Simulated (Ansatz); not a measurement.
End structure of the (100) surface of fcc Al in its 1x1 cell, outermost plane spacing 2.02 Å in the ideal cut:

```
CELL_PARAMETERS angstrom
      2.85810     0.00000     0.00000
      0.00000     2.85810     0.00000
      0.00000     0.00000    28.50000
ATOMIC_POSITIONS crystal
  Al 0.50000 0.50000 0.28750
  Al 0.00000 0.00000 0.35935
  Al 0.50000 0.50000 0.43012
  Al 0.00000 0.00000 0.50000
  Al 0.50000 0.50000 0.56988
  Al 0.00000 0.00000 0.64065
  Al 0.50000 0.50000 0.71250
```

Slab: 7 atoms, 12.1 Å thick at the start; k 13x13x1, smearing 0.1 eV, dipole-corrected; all atoms relaxed; start symmetry kept, larger cells not searched; no spin, no spin-orbit, no U.

Problem. What is the computed surface energy (mean of both faces) (PBE in Ansatz, a program for electronic structure)?

Solution. 0.95 J/m²

Problem. What is the computed work function of the top face (PBE)?

Solution. 4.22 eV
